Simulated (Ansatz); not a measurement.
System: cubic perovskite SrFeO₃ (structure not from a measured cell). Method: r²SCAN in Ansatz (hard PAW).

Run with plane-wave cutoff 1060 eV, 10×10×10 k mesh, Fermi–Dirac smearing 0.05 eV, magnetic order G, spin-polarised start.

Computed at the level's own relaxed cell.

Q: Predict the equilibrium volume per atom and lattice parameter a.

A: 
- equilibrium volume per atom = 11.21 Å³/atom
- lattice parameter a = 3.827 Å

Note: the magnetic order was assumed, not searched for or taken from measurement; the relaxation could not lower the start's symmetry, so the cell can be a saddle point above a distorted one.

It cost very roughly 9 core-minutes of CPU time.

Ansatz is an electronic-structure program.
